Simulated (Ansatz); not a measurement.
Functionals compared on SiH3 on the (111) surface of germanium (2x2 Ge adatom at T4; a constructed slab, bottom: 4 H on 4 bottom sites), one in a cell of 57 Å², started at the site 'bridge Ge-Ge (span 4.7 Å)', in Ansatz (plane waves, PAW). The structure was relaxed with PBE; the other rows are single points on it, each with its references at the same level. Cutoff 420 eV (500 eV for r2SCAN).

Slab: 41 atoms, 13.7 Å thick at the start with caps and adatoms under the adsorbate (thin: gaps and levels are the slab's own); k 3x3x1, smearing 0.01 eV, dipole-corrected; 20 atoms held, the rest relaxed; no symmetry held; spin-polarised, ending with about 0.8 μB a cell, a value that depends on the mesh; orders that need a larger cell were not tried, no spin-orbit, no U, no dispersion correction. The slab shows no gap over 0.04 eV on its mesh. At the end it is bonded to Ge. In PBE it is, or lies within 0.03 eV of, the lowest of the starts that converged. These notes are the PBE run's. r2SCAN: The program's check for a lower electronic state was not made. Adsorption energies are against SiH4(g) − ½ H2(g). A negative adsorption energy means that the adsorbate is more stable on the surface than in its reference.

```json
[
 {"functional": "PBE", "adsorption energy (eV)": "-0.47", "work function of the top face (eV)": "4.25", "change of the work function (eV)": "-0.13", "rough cost of the single point": "–"},
 {"functional": "RPBE", "adsorption energy (eV)": "-0.33", "work function of the top face (eV)": "4.19", "change of the work function (eV)": "-0.13", "rough cost of the single point": "roughly 12 core-minutes"},
 {"functional": "r2SCAN", "adsorption energy (eV)": "?", "work function of the top face (eV)": "?", "change of the work function (eV)": "?", "rough cost of the single point": "roughly 24 core-minutes"}
]
```

Task: What belongs in the gaps?

Result: 
- r2SCAN, adsorption energy (eV): -0.72
- r2SCAN, work function of the top face (eV): 4.43
- r2SCAN, change of the work function (eV): -0.13

Ansatz is a first-principles code.
